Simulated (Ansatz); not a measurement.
The parent structure is TeS₂ in the CdI2 type structure (space group P-3m1, No. 164; a = 3.792 Å, c = 5.700 Å; a hypothetical phase, not in the database extracts checked; layered, stacked along the Cartesian z axis). Axes: x lies along a and z along c of the hexagonal cell.

Calculations: Kohn–Sham DFT with the PBE-D3(BJ) functional, run in Ansatz (a first-principles code) with PAW and 420 eV plane waves, spin-orbit coupling left out.

Strains are applied to the cell and any free atomic positions relax.

One change was made to it. Results:

The band gap goes from 0.12 eV to zero; the energy goes up by 5.3 meV/atom; the pressure (mean of the normal stresses, compression positive) goes from zero to -0.9 GPa; the largest internal atomic displacement is 0.044 Å.

### Question
Which of these changes matches the shifts?
(A) uniaxial strain ε_yy = +2.13 %
(B) strain tensor (xx, yy, zz, yz, xz, xy) = (−2.04, −1.44, +1.81, +0.75, −1.40, +0.92) %
(C) isotropic strain −0.61 %
(D) strain tensor (xx, yy, zz, yz, xz, xy) = (−0.21, +2.52, −0.27, +0.42, +0.79, −0.46) %

### Answer
D, strain tensor (xx, yy, zz, yz, xz, xy) = (−0.21, +2.52, −0.27, +0.42, +0.79, −0.46) %. For comparison, the energy relative to the base in the other runs: strain tensor (xx, yy, zz, yz, xz, xy) = (−2.04, −1.44, +1.81, +0.75, −1.40, +0.92) % gives +8.2 meV/atom; isotropic strain −0.61 % gives +1.0 meV/atom; uniaxial strain ε_yy = +2.13 % gives +3.3 meV/atom.

The mesh was chosen for an insulator and is coarse for the gapless case. With Te present, leaving out spin-orbit coupling can change the band edges. Whether these cells are dynamically stable was not tested. All final runs are without spin polarisation. The zero or small gap of TeS2 can change with the level of theory.
